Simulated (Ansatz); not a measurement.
Band structure of MgSc₃Ru₂ (P4/mmm, 6 atoms in the cell).

```
CELL_PARAMETERS angstrom
      3.26799     0.00000     0.00000
      0.00000     3.26799     0.00000
      0.00000     0.00000    10.92427
ATOMIC_POSITIONS crystal
  Mg 0.50000 0.50000 0.50000
  Sc 0.00000 0.00000 0.00000
  Sc 0.00000 0.00000 0.71455
  Sc 0.00000 0.00000 0.28545
  Ru 0.50000 0.50000 0.84736
  Ru 0.50000 0.50000 0.15264
```

Method of the run: PBEsol, PAW files made with PBE (plane waves; Ansatz, a quantum-chemistry and plane-wave program).

Settings: kpoints.mp_grid.grid = 7 7 3; hamiltonian.xc = pbesol; hamiltonian.pseudopotentials = {kind: paw} (an earlier, softer set of the program's PAW files); scf.occupations.method = fermi_dirac; scf.occupations.width = 0.1 eV; kpoints.band_path.npoints = 8.

The starting cell comes from a database of computed structures (which also holds hypothetical and non-ambient phases and stackings), without a prior relaxation at this level. Its lattice was rescaled by a random factor within 2.5 % of one. Spin polarisation is off.

Levels in eV from the Fermi level, bands 35 to 42:
| point | 35 | 36 | 37 | 38 | 39 | 40 | 41 | 42 |
|---|---|---|---|---|---|---|---|---|
| Γ | -0.58 | -0.58 | -0.51 | -0.30 | 0.74 | 1.09 | 1.52 | 2.32 |
| X | -1.13 | -0.81 | -0.49 | 0.11 | 0.91 | 1.11 | 1.41 | 1.58 |
| M | -0.06 | 0.02 | 0.02 | 0.85 | 0.88 | 1.22 | 1.37 | 1.37 |
| Z | -0.58 | -0.58 | -0.51 | -0.30 | 0.78 | 1.45 | 1.45 | 2.26 |
| R | -1.27 | -0.81 | 0.13 | 0.15 | 0.83 | 0.91 | 1.41 | 1.62 |
| A | -0.27 | 0.64 | 0.64 | 0.69 | 0.69 | 0.85 | 0.88 | 1.13 |

Bands cross the Fermi level along this path, so the cell is metallic at this level.

Keys are those of Ansatz 0.2.
